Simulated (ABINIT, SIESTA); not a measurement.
An ABINIT input for a self-consistent single point of ScAu4 (I4/m, 5 atoms in the cell) (DFT, LDA (PW92), plane waves, norm-conserving pseudopotentials (PseudoDojo nc-sr-04 LDA standard)):

```
# ScAu4, PseudoDojo nc-sr-04 LDA standard
pp_dirpath "./"
pseudos "Sc.upf, Au.upf"
acell 9.5349108361 9.5349108361 9.5349108361
rprim
        -0.6484155901    0.6484155901    0.3988915203
         0.6484155901   -0.6484155901    0.3988915203
         0.6484155901    0.6484155901   -0.3988915203
natom 5
ntypat 2
znucl 21 79
typat 1 2 2 2 2
xcart
         0.0000000000    0.0000000000    0.0000000000
         0.6697135101    1.9445575079    2.0126700000
         2.6019694899    1.3271254921    0.0000000000
         1.3271254921    3.9413965101   -0.0000000000
         1.9445575079   -0.6697135101    2.0126700000
      Angstrom
ecut 1061 eV
ixc 7
occopt 7
tsmear 0.272 eV
nband 55
kptopt 1
ngkpt 6 6 6
nshiftk 1
shiftk 0 0 0
nstep 80
toldfe 1.0e-09
prtwf 0
prtden 0
enunit 2
```

Task: Write the same calculation as an input for SIESTA.

Result: One input that does it (others would too):

```
# files in the folder: Sc.psml Au.psml (PseudoDojo LDA standard)
SystemName  ScAu4
SystemLabel scau4

NumberOfAtoms                5
NumberOfSpecies              2
%block ChemicalSpeciesLabel
  1 21 Sc
  2 79 Au
%endblock ChemicalSpeciesLabel
LatticeConstant              1.0 Ang
%block LatticeVectors
    -3.271683000    3.271683000    2.012670000
     3.271683000   -3.271683000    2.012670000
     3.271683000    3.271683000   -2.012670000
%endblock LatticeVectors
AtomicCoordinatesFormat      ScaledCartesian
%block AtomicCoordinatesAndAtomicSpecies
     0.000000000    0.000000000    0.000000000  1
     0.669713510    1.944557508    2.012670000  2
     2.601969490    1.327125492    0.000000000  2
     1.327125492    3.941396510    0.000000000  2
     1.944557508   -0.669713510    2.012670000  2
%endblock AtomicCoordinatesAndAtomicSpecies

XC.functional                LDA
XC.authors                   PW92
PAO.BasisSize                DZP
PAO.EnergyShift              0.005 Ry
MeshCutoff                   350 Ry
%block kgrid.MonkhorstPack
    6   0   0  0.0
    0   6   0  0.0
    0   0   6  0.0
%endblock kgrid.MonkhorstPack
OccupationFunction           MP
OccupationMPOrder            0
ElectronicTemperature        272.0 meV

MaxSCFIterations             150
SCF.Mixer.Method             Broyden
SCF.Mixer.Weight             0.1
SCF.Mixer.History            8
SCF.DM.Tolerance             1.0E-04
Diag.ParallelOverK           true
WriteForces                  true
```

Basis, cutoffs, solver keys and any potentials are the target program's own. This input uses DFT, LDA PW92, numerical atomic orbitals DZP, PseudoDojo LDA standard norm-conserving potentials (rewritten from UPF to PSML). LDA parametrisations can differ slightly between programs.

The starting cell comes from a database of computed structures (which also holds hypothetical and non-ambient phases and stackings), without a prior relaxation at this level. Its lattice was rescaled by a random factor within 2.5 % of one.
